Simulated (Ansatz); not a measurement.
**fcc Cu (1 1 1) on diamond (1 1 1) (film strained to the substrate, faces as cut)**

A periodic stack without vacuum, fcc Cu (1 1 1) on diamond (1 1 1) (film strained to the substrate, faces as cut): substrate slab C14, film Cu5, surface cells [[-1, 1], [-1, 0]] and [[0, -1], [1, -1]], film strained by -1.6 and -1.6 %, faces C/C and Cu/Cu as cut (like faces can put a slab off its formula).

The start was prepared with a machine-learned potential, and the result is one local minimum, with the in-plane cell held and forces under 0.04 eV/Å; the film can end far from its bulk form.

Level of theory: PBE (plane waves to 420 eV, PAW; Ansatz, an electronic-structure program). No spin–orbit coupling; the runs are not spin-polarised; PBE gaps are too small against experiment. Its k-point mesh 14×14×1, Fermi–Dirac width 0.05 eV.

- interface area: 5.5 Å²
- period: 25.38 Å
- gaps between the outermost planes at the two interfaces: 2.05 and 2.05 Å
- C–Cu contacts across the interfaces within 1.22 times the sum of covalent radii: 2, mean 2.05 Å
- hole barrier (PBE): 0.15 eV
- electron barrier (PBE): 3.98 eV

```
CELL_PARAMETERS angstrom
      2.52510     0.00000     0.05213
      1.26254     2.18712     0.02653
      0.73269    -0.72378    25.40360
ATOMIC_POSITIONS crystal
  C  0.94567 0.27322 0.05863
  C  0.62411 0.93403 0.04090
  C  0.22395 0.63401 0.14115
  C  0.90384 0.29411 0.12125
  C  0.50290 0.99441 0.22255
  C  0.18300 0.65443 0.20232
  C  0.78207 0.35451 0.30381
  C  0.46216 0.01456 0.28353
  C  0.06145 0.71430 0.38501
  C  0.74151 0.37438 0.36478
  C  0.34111 0.07383 0.46609
  C  0.02095 0.73402 0.44619
  C  0.62133 0.43316 0.54644
  C  0.29973 0.09406 0.52870
  Cu 0.55946 0.47008 0.62716
  Cu 0.84100 0.82967 0.71055
  Cu 0.12128 0.18896 0.79366
  Cu 0.40032 0.54940 0.87672
  Cu 0.67761 0.91139 0.96017
```
